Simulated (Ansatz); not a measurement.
Electronic density of states of amorphous Hf₁₀Si₁₀O₄₀, density 5.35 g/cm³, on a 2×2×2 Γ-centred mesh with a Gaussian width of 0.1 eV; energies count from the Fermi level, whose place inside the gap is arbitrary. Cell and mesh are small, so fine structure isn't converged. Computed with PBE, scalar-relativistic without spin-orbit coupling (plane waves to 420 eV, PAW; Ansatz, a program for electronic structure). Sampling: a 2×2×2 Γ-centred mesh; Fermi-Dirac width 0.02 eV; no spin polarisation. At PBE the levels at the filled edge of the gap are localised (band-tail or defect states).

Preparation: random packing, a CHGNet melt and quench, and a DFT relaxation. O atoms were pushed apart under 1.9 Å during the dynamics, to hinder bonds among them. The hot cell started wider than the set density and was brought back towards it in steps. It is the lowest in DFT energy of 2 quenches. It is a model cell: composition and starting density were chosen by hand, and all elements were melted together. No dispersion term was used. Its density started from a set value of 5.40 and ended at 5.35 g/cm³. Cooling (nominally 91 K/ps over its main leg) ran many orders faster than in experiment, which tends to leave more defects and strain. One small periodic cell is one sample of the glass; other quenches scatter about these values. The volume was free in the relaxation, at fixed shape. Stress components on the final sampling reach 0.8 GPa.

(E - EF (eV), states/(eV atom)): (-12.00, 2.00); (-11.90, 0.74); (-11.80, 0.33); (-11.70, 1.02); (-11.60, 0.87); (-11.50, 0.16); (-11.40, 0.01); (-11.30, 0.00); (-11.20, 0.00); (-11.10, 0.00); (-11.00, 0.00); (-10.90, 0.00); (-10.80, 0.00); (-10.70, 0.00); (-10.60, 0.00); (-10.50, 0.00); (-10.40, 0.08); (-10.30, 0.30); (-10.20, 0.24); (-10.10, 0.04); (-10.00, 0.00); (-9.90, 0.01); (-9.80, 0.11); (-9.70, 0.16); (-9.60, 0.05); (-9.50, 0.00); (-9.40, 0.00); (-9.30, 0.01); (-9.20, 0.11); (-9.10, 0.30); (-9.00, 0.29); (-8.90, 0.21); (-8.80, 0.07); (-8.70, 0.03); (-8.60, 0.14); (-8.50, 0.27); (-8.40, 0.20); (-8.30, 0.04); (-8.20, 0.01); (-8.10, 0.06); (-8.00, 0.19); (-7.90, 0.20); (-7.80, 0.12); (-7.70, 0.08); (-7.60, 0.15); (-7.50, 0.33); (-7.40, 0.38); (-7.30, 0.36); (-7.20, 0.42); (-7.10, 0.50); (-7.00, 0.48); (-6.90, 0.41); (-6.80, 0.48); (-6.70, 0.65); (-6.60, 0.70); (-6.50, 0.60); (-6.40, 0.50); (-6.30, 0.55); (-6.20, 0.58); (-6.10, 0.47); (-6.00, 0.45); (-5.90, 0.51); (-5.80, 0.50); (-5.70, 0.51); (-5.60, 0.52); (-5.50, 0.57); (-5.40, 0.67); (-5.30, 0.74); (-5.20, 0.79); (-5.10, 0.85); (-5.00, 0.79); (-4.90, 0.74); (-4.80, 0.77); (-4.70, 0.77); (-4.60, 0.82); (-4.50, 0.83); (-4.40, 0.79); (-4.30, 0.76); (-4.20, 0.78); (-4.10, 0.83); (-4.00, 0.84); (-3.90, 0.92); (-3.80, 0.92); (-3.70, 0.82); (-3.60, 0.84); (-3.50, 0.81); (-3.40, 0.87); (-3.30, 0.86); (-3.20, 0.90); (-3.10, 0.96); (-3.00, 0.87); (-2.90, 0.83); (-2.80, 0.78); (-2.70, 0.76); (-2.60, 0.73); (-2.50, 0.66); (-2.40, 0.66); (-2.30, 0.62); (-2.20, 0.37); (-2.10, 0.08); (-2.00, 0.01); (-1.90, 0.00); (-1.80, 0.00); (-1.70, 0.00); (-1.60, 0.00); (-1.50, 0.00); (-1.40, 0.00); (-1.30, 0.00); (-1.20, 0.00); (-1.10, 0.00); (-1.00, 0.00); (-0.90, 0.00); (-0.80, 0.00); (-0.70, 0.00); (-0.60, 0.00); (-0.50, 0.00); (-0.40, 0.00); (-0.30, 0.00); (-0.20, 0.00); (-0.10, 0.00); (0.00, 0.00); (0.10, 0.00); (0.20, 0.00); (0.30, 0.00); (0.40, 0.00); (0.50, 0.00); (0.60, 0.00); (0.70, 0.00); (0.80, 0.00); (0.90, 0.00); (1.00, 0.00); (1.10, 0.00); (1.20, 0.00); (1.30, 0.00); (1.40, 0.00); (1.50, 0.00); (1.60, 0.00); (1.70, 0.00); (1.80, 0.00); (1.90, 0.00); (2.00, 0.00); (2.10, 0.05); (2.20, 0.15); (2.30, 0.16); (2.40, 0.11); (2.50, 0.07); (2.60, 0.16); (2.70, 0.33); (2.80, 0.34); (2.90, 0.34); (3.00, 0.50); (3.10, 0.55); (3.20, 0.49); (3.30, 0.43); (3.40, 0.49); (3.50, 0.54); (3.60, 0.53); (3.70, 0.55); (3.80, 0.56); (3.90, 0.52); (4.00, 0.51); (4.10, 0.52); (4.20, 0.54); (4.30, 0.54); (4.40, 0.54); (4.50, 0.55); (4.60, 0.46); (4.70, 0.40); (4.80, 0.37); (4.90, 0.41); (5.00, 0.45); (5.10, 0.35); (5.20, 0.38)

The level gap on this mesh is 4.33 eV; the broadening fills part of it in the curve.
